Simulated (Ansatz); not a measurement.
The starting structures come from a database of crystals and need not be the phases stable at ambient conditions.

 Where the default PAW files enter, the runs use the earlier of Ansatz's two default sets.

Input:

```xyz
4
Lattice="4.5902 0.0000 0.0000 -2.2951 3.9752 0.0000 0.0000 0.0000 7.4378" Properties=species:S:1:pos:R:3 pbc="T T T"
Mg     0.0000     2.6502     7.4080
Mg     2.2951     1.3251     3.6891
Te     0.0000     2.6502     2.7818
Te     2.2951     1.3251     6.5007
```

Space group of this cell: P6_3mc, wurtzite. The cell is taken as given; by PBEsol its mean pressure is -0.6 GPa.

The current runs along the normal of the first two printed vectors, the (001) plane. All runs by Ansatz (a program for electronic structure), plane waves and PAW, without spin-orbit coupling; the base is PBEsol.

```
run                                                      mean pressure (GPa)  gap (eV)  mid-gap κ (1/Å)
-------------------------------------------------------  -------------------  --------  ---------------
base                                                                    -0.6      2.30            0.148
all lengths scaled by 0.98                                               1.8         …                …
all lengths scaled by 1.02                                              -2.3      2.05            0.138
lda in place of pbesol                                                  -1.7      2.18            0.141
lengths across the current scaled by 0.98, ions clamped                  0.9         …                …
lengths across the current scaled by 1.02, ions clamped                 -1.8      2.10            0.142
lengths along the current scaled by 0.97, ions clamped                   0.6      2.38            0.154
lengths along the current scaled by 1.03, ions clamped                  -1.5      2.18            0.142
```

**Question.** Fill in the missing entries.

**Answer.** 
- all lengths scaled by 0.98, gap (eV): 2.57
- all lengths scaled by 0.98, mid-gap κ (1/Å): 0.157
- lengths across the current scaled by 0.98, ions clamped, gap (eV): 2.49
- lengths across the current scaled by 0.98, ions clamped, mid-gap κ (1/Å): 0.153
